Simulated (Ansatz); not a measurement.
**Hypothetical R-3m MgH2: pressure series**

The reference is MgH2 in the CdCl2 type structure (space group R-3m, No. 166; a = 3.009 Å, c = 12.594 Å (hexagonal axes); a hypothetical phase, not in the database extracts checked).

Cell and atoms are relaxed at each pressure.

The values are results of r2SCAN+rVV10/PAW in Ansatz (a quantum-chemistry and plane-wave program), spin-orbit coupling left out, not measurements.

Question: Only one of these keeps a band gap. Which?
A. pressure 3 GPa
B. pressure 100 GPa
C. pressure 50 GPa
D. pressure 15 GPa

Answer: A, pressure 3 GPa. Computed: pressure 3 GPa: 2.77 eV; pressure 15 GPa: zero; pressure 50 GPa: zero; pressure 100 GPa: zero

A case with no gap was solved on a k-mesh chosen for an insulator, which is coarse for it. From pressure 15 GPa on, the axis ratios lie over 15 % from the base's, so the cell there is far from its starting form. Load acts through the strain it causes; cell and atoms are relaxed under it. No phonon test of stability was made. No other phases were tried under pressure. The final runs are not spin-polarised. Along this pressure series the structure jumps between pressure 3 GPa and pressure 7 GPa; cells beyond that are another form of it.
